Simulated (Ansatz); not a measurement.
Base system: InBi in the zinc blende structure (space group F-43m, No. 216; a = 6.722 Å; a cell from a computed database, its experimental status unchecked; relaxed with 0.1 eV smearing). Axes: x, y, z lie along the cube axes.

The values are results of PBEsol in Ansatz (plane waves to 420 eV, PAW, spin-orbit coupling left out), earlier PAW set, not measurements.

It is then changed as follows: biaxial strain +0.89 %, plane normal [001], relaxed out of plane (Cartesian); in-plane vectors clamped, the third vector and the atoms free.

Question: Estimate the effect on the ratio −ε⊥/ε∥.

Answer: The ratio −ε⊥/ε∥ amounts to 1.22.

No phonon test of stability was made.

Ansatz is a quantum-chemistry and plane-wave program.
